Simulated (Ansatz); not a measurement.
The reference is CrCuO$_{2}$ (space group R-3m, No. 166; ferromagnetic).

```
CELL_PARAMETERS angstrom
      1.48189     0.85557     5.64014
     -1.48189     0.85557     5.64014
      0.00000    -1.71114     5.64014
ATOMIC_POSITIONS crystal
  Cu 0.00000 0.00000 0.00000
  Cr 0.50000 0.50000 0.50000
  O  0.10812 0.10812 0.10812
  O  0.89188 0.89188 0.89188
```

Calculations: DFT with PBEsol, PAW potentials and a 420 eV plane-wave cutoff in Ansatz (a first-principles code), scalar-relativistic without spin-orbit coupling.

Before the change:

The density comes out as 5.71 g/cm³.

The change: cell and atoms relaxed at a pressure of 9 GPa.

Problem. What does the calculation give for the mean gap deformation potential ΔEg/Δln V and density after the change?

Solution. The mean gap deformation potential ΔEg/Δln V comes out as +5.0 eV; the density increases by 0.29 g/cm³, from 5.71 g/cm³ to 6.00 g/cm³.

Load acts through the strain it causes; cell and atoms are relaxed under it. No phonon test of stability was made. No other phases were tried under pressure. No Hubbard U is applied and the magnetic state is the run's own (CrCuO2 ferromagnetic); small cells can't hold the antiferromagnetic order that many such compounds have, so gaps and moments can be off. Where the two band edges lie in opposite spin channels, the gap is a spin-flip gap.
